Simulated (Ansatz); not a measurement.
The starting structures come from a database of crystals and need not be the phases stable at ambient conditions.

Inside the gap of an insulator the Bloch states are evanescent, with a wavenumber k + iκ along the transport direction.

Given:

```yaml
crystal:
  lattice:
    - [4.62979, 0.00000, 0.00000]
    - [0.00000, 5.28460, 0.00000]
    - [2.31490, -1.39306, 5.73842]
  atoms:
    - { symbol: V, position: [0.38314, 0.75266, 0.71424] }
    - { symbol: V, position: [0.61686, 0.24734, 0.28576] }
    - { symbol: V, position: [0.09738, 0.74734, 0.28576] }
    - { symbol: V, position: [0.90262, 0.25266, 0.71424] }
    - { symbol: O, position: [0.67013, 0.51755, 0.78008] }
    - { symbol: O, position: [0.32987, 0.48245, 0.21992] }
    - { symbol: O, position: [0.45021, 0.98245, 0.21992] }
    - { symbol: O, position: [0.54979, 0.01755, 0.78008] }
    - { symbol: O, position: [0.86674, 0.13158, 0.40688] }
    - { symbol: O, position: [0.13326, 0.86842, 0.59312] }
    - { symbol: O, position: [0.27362, 0.36842, 0.59312] }
    - { symbol: O, position: [0.72638, 0.63158, 0.40688] }
    - { symbol: O, position: [0.11477, 0.75000, 0.00000] }
    - { symbol: O, position: [0.88523, 0.25000, 0.00000] }
```

Space group of this cell: C2/c. The cell is strained (all lengths scaled by 0.98); by r2SCAN its mean pressure is 1.5 GPa.

Transport runs along the normal of the first two printed cell vectors.

No gap correction and no spin-orbit coupling; mid-gap values are interpolated between computed energies.

Problem. Predict the band gap and the smallest decay constant κ at mid-gap from r2SCAN run with Ansatz (a first-principles code).

Solution. Gap 1.55 eV on a 8×6×8 mesh; κ = 0.250 1/Å, at (0.000, 0.333) of the in-plane reciprocal vectors. At the zone centre, at the nearest computed energy, the slowest state has κ = 0.29 1/Å.
